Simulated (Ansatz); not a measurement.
Si3N4, pressure series

Base system: Si₃N₄ (space group P6_3/m, No. 176; a = 7.664 Å, c = 2.927 Å).

Cell and atoms are relaxed at each pressure.

Calculations: PBE, PAW, 420 eV (Ansatz, a quantum-chemistry and plane-wave program; scalar-relativistic without spin-orbit coupling).

Candidates:
(a) pressure 0.3 GPa
(b) pressure 7.5 GPa
(c) pressure 10 GPa

Before the change:

| Property | Value |
|---|---|
| Smallest direct gap | 4.45 eV |

Problem. Order them by smallest direct gap, lowest first.

Solution. (a) pressure 0.3 GPa (4.46 eV), (b) pressure 7.5 GPa (4.56 eV), (c) pressure 10 GPa (4.59 eV)

Load acts through the strain it causes; cell and atoms are relaxed under it. Stability against distortions was not tested. No other phases were tried under pressure.
